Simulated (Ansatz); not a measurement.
Structures of equal composition on the (111) surface of fcc Ni, ferromagnetic: a pseudomorphic layer of Pt in the host's stacking; a pseudomorphic layer of Pt in the other hollow. The slabs share one bottom face, and each structure is named by its start. These are constructed structures in small cells; real faces may alloy, dewet or reconstruct in larger ones, and not all known structures of the face are among them. Slabs of about 10 Å with all that they carry, Fermi-Dirac smearing of 0.1 eV. Bottom of the slabs: a bare face, its two planes held. Relaxed from the named starts with such symmetry as they have, on meshes of like density; energies extrapolated to zero smearing; no spin-orbit coupling, no U. Spin-polarised runs, if any, are marked in brackets, and their order is one that fits the cell; the others ran without spin. Where a second, spin-polarised start was run, the lower counts.

Level of theory: PBE (plane waves to 420 eV, PAW; Ansatz, a first-principles code).

Q: Order them by energy per 1x1 cell (lowest first) at the level PBE.

A: a pseudomorphic layer of Pt in the host's stacking (0.000 eV [spin, 4.1 μB a cell]), a pseudomorphic layer of Pt in the other hollow (0.022 eV [spin, 4.1 μB a cell])
